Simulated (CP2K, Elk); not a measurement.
A CP2K input for a self-consistent single point of Sb (R-3m, 2 atoms in the cell) (DFT PBEsol, GPW, DZVP-MOLOPT-SR-GTH basis, GTH-PBE potentials (GTH_POTENTIALS)):

```
&GLOBAL
  PROJECT sb
  RUN_TYPE ENERGY_FORCE
  PRINT_LEVEL LOW
&END GLOBAL
&FORCE_EVAL
  METHOD Quickstep
  STRESS_TENSOR ANALYTICAL
  &DFT
    BASIS_SET_FILE_NAME BASIS_MOLOPT
    POTENTIAL_FILE_NAME GTH_POTENTIALS
    &QS
      METHOD GPW
      EPS_DEFAULT 1E-10
    &END QS
    &MGRID
      CUTOFF 400
      REL_CUTOFF 50
      NGRIDS 5
    &END MGRID
    &SCF
      SCF_GUESS ATOMIC
      EPS_SCF 1E-7
      MAX_SCF 100
      ADDED_MOS 4
      &DIAGONALIZATION
        ALGORITHM STANDARD
      &END DIAGONALIZATION
      &MIXING
        METHOD BROYDEN_MIXING
        ALPHA 0.3
        NBUFFER 12
      &END MIXING
      &SMEAR ON
        METHOD FERMI_DIRAC
        ELECTRONIC_TEMPERATURE [K] 1160.45
      &END SMEAR
    &END SCF
    &KPOINTS
      SCHEME MACDONALD 6 6 6 0.08333333333 0.08333333333 0.08333333333
    &END KPOINTS
    &XC
      &XC_FUNCTIONAL
        &PBE
          PARAMETRIZATION PBESOL
        &END PBE
      &END XC_FUNCTIONAL
    &END XC
    &PRINT
      &MO
        EIGENVALUES T
        OCCUPATION_NUMBERS T
        NDIGITS 8
        FILENAME mo
        &EACH
          QS_SCF 0
        &END EACH
        ADD_LAST NUMERIC
      &END MO
      &MULLIKEN OFF
      &END MULLIKEN
    &END PRINT
  &END DFT
  &SUBSYS
    &CELL
      ABC 4.54501600 4.54501608 4.54501667
      ALPHA_BETA_GAMMA 56.74688405 56.74687764 56.74687271
      PERIODIC XYZ
    &END CELL
    &COORD
      Sb       2.55636596     1.38069049     0.95352185
      Sb       6.97306804     3.76614651     2.60094715
    &END COORD
    &KIND Sb
      BASIS_SET DZVP-MOLOPT-SR-GTH-q5
      POTENTIAL GTH-PBE-q5
    &END KIND
  &END SUBSYS
  &PRINT
    &FORCES ON
    &END FORCES
    &STRESS_TENSOR ON
    &END STRESS_TENSOR
  &END PRINT
&END FORCE_EVAL
```

**Question.** Translate this input to Elk.

**Answer.** This is the input that was run; spellings and numerical settings could be chosen otherwise.

```
tasks
  0

xctype
  22

rgkmax
  7.0

rmtscf
  0.99

stype
  3

swidth
  0.00367493

scale
  1.889726125

avec
    2.1598661012    1.2469990473    3.7996240747
   -2.1598661012    1.2469990473    3.7996240747
    0.0000000000   -2.4939987775    3.7996238506

sppath
  './'

atoms
  1   : nspecies
  'Sb.in'   : spfname
  2   : natoms; atposl, bfcmt below
  0.2682600000  0.2682600000  0.2682600000    0.0 0.0 0.0
  0.7317400000  0.7317400000  0.7317400000    0.0 0.0 0.0

ngridk
  6 6 6
```

Basis, cutoffs, solver keys and any potentials are the target program's own. This input uses DFT, PBEsol, all-electron FP-LAPW, Elk's shipped species files, default APW+lo basis.

The starting cell comes from a database of computed structures (which also holds hypothetical and non-ambient phases and stackings), without a prior relaxation at this level. Its lattice was rescaled by a random factor within 2.5 % of one.
